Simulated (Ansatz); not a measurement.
Amorphous Zr20O43Ga2, 65 atoms at 5.34 g/cm³, one PBE-relaxed geometry, zone centre. Methods: PBE, scalar-relativistic without spin-orbit coupling (Ansatz, a quantum-chemistry and plane-wave program); r2SCAN, scalar-relativistic without spin-orbit coupling (Ansatz); HSE06, scalar-relativistic without spin-orbit coupling (Ansatz). Plane waves to 420 eV (r2SCAN 500 eV); exact exchange is cut at the cell's faces. At PBE the levels at the filled edge of the gap are localised (band-tail or defect states), and the nearest spread-out levels lie 3.6 eV apart at the zone centre. All rungs ran without spin polarisation.

Preparation: random packing, a CHGNet melt and quench, and a DFT relaxation. O atoms were pushed apart under 1.9 Å during the dynamics, to hinder bonds among them. The hot cell started wider than the set density and was brought back towards it in steps. It is the lowest in DFT energy of 2 quenches. It is a model cell: composition and starting density were chosen by hand, and all elements were melted together. No dispersion term was used. Its density started from a set value of 5.29 and ended at 5.34 g/cm³. The simulated quench (nominally 300 K/ps over its main leg) is rapid and tends to freeze in more defects than a deposited or slowly cooled glass has. Values belong to this one cell and scatter from quench to quench. Volume and shape were free in the relaxation.

The relaxation ran on the zone centre alone. At PBE the level gap is 3.26 eV on a 2×2×2 Γ-centred mesh, and the spacing at the zone centre alone 3.26 eV.

Problem. What zone-centre spacing does r2SCAN give, roughly?

Solution. 3.69 eV (+0.43 eV against PBE).

Problem. What zone-centre spacing does HSE06 give, roughly?

Solution. 4.73 eV (+1.47 eV against PBE).

The highest filled and the lowest empty state spread over these numbers of atoms (participation numbers): PBE: 6.5 and 15.1; r2SCAN: 6.2 and 14.4; HSE06: 6.0 and 14.5.
